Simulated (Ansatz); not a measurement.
Defect: Cu-vacancy pair (Cu on one host Ti site, one Ti site vacant) in rock-salt TiC, neutral cell. The step: a nearby Ti atom hops onto the vacant site (Cu-vacancy distance between ideal sites 3.06 Å throughout); the atom moves 3.00 Å along (-0.49, 0.49, 0.00) of the unit cell; the moving atom starts with neighbours 3 C at 2.14, C at 2.17, C at 2.18, C at 2.19 Å and ends with 3 C at 2.14, C at 2.17, C at 2.18, C at 2.19 Å. DFT values are from Ansatz (plane-wave PAW, 420 eV unless said) in a cell of 64 host sites, spin-restricted, static, with no finite-size correction. Forms of the defect that were not tried may lie lower. The start lies 0.41 eV above the lowest site run (PBE). For the PBE band: the saddle point's order was not checked, and it lies on a symmetry element of the cell, where a band can be held.

```json
[
 {"Level": "CHGNet universal potential (has no charge state), its own band", "Forward barrier (eV)": "3.23", "Cost of the band or of the saddle's single point": "-"},
 {"Level": "PBE, a 3×3×3 k-point mesh shifted by half a step, band relaxed", "Forward barrier (eV)": "4.16", "Cost of the band or of the saddle's single point": "roughly 5 core-hours"},
 {"Level": "PBE, a 4×4×4 k-point mesh shifted by half a step, same geometries", "Forward barrier (eV)": "4.18", "Cost of the band or of the saddle's single point": "very roughly 21 core-minutes"},
 {"Level": "r2SCAN at 500 eV, a 3×3×3 k-point mesh shifted by half a step, same geometries", "Forward barrier (eV)": "…", "Cost of the band or of the saddle's single point": "roughly 18 core-minutes"}
]
```

Question: Fill in the missing entries.

Answer: 
- r2SCAN at 500 eV, a 3×3×3 k-point mesh shifted by half a step, same geometries, Forward barrier (eV): 4.25

Ansatz is a first-principles code.
